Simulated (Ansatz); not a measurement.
Take ZnCu2SnS4 (space group I-4, No. 82; a = 5.317 Å, c = 10.643 Å) as the base. Axes: x, y, z lie along a, b, c of the conventional cell.

Method: DFT with LDA, PAW potentials and a 420 eV plane-wave cutoff in Ansatz (a program for electronic structure), spin-orbit coupling left out.

Base values:

- Valence-band top at Γ = 0.00, -0.04, -0.04 eV
- Valley order = Γ 0.14 eV; X (0, 0, 1/2) 0.49 eV; M (1/2, 1/2, 1/2) 1.15 eV

Perturbation: the cell is compressed by 0.75 % along x with no lateral relaxation, atoms relaxed at fixed cell.

What does the calculation give for the valence-band top at Γ after the change?

The valence-band top at Γ (three highest levels, from the VBM) changes from 0.00, -0.04, -0.04 eV to 0.00, -0.02, -0.04 eV.

Estimate the effect on the valley order.

The valley order (the lowest conduction-band minima on the path, energy above the VBM, named in the base's zone) changes from Γ 0.14 eV; X (0, 0, 1/2) 0.49 eV; M (1/2, 1/2, 1/2) 1.15 eV to Γ 0.17 eV; X (0, 0, 1/2) 0.52 eV; X (1/2, 1/2, 0) 0.52 eV; M (1/2, 1/2, 1/2) 1.16 eV.

The levels and masses belong to the bands next to the band gap. The cells carry an imposed strain or load. No phonon test of stability was made. All final runs are without spin polarisation.
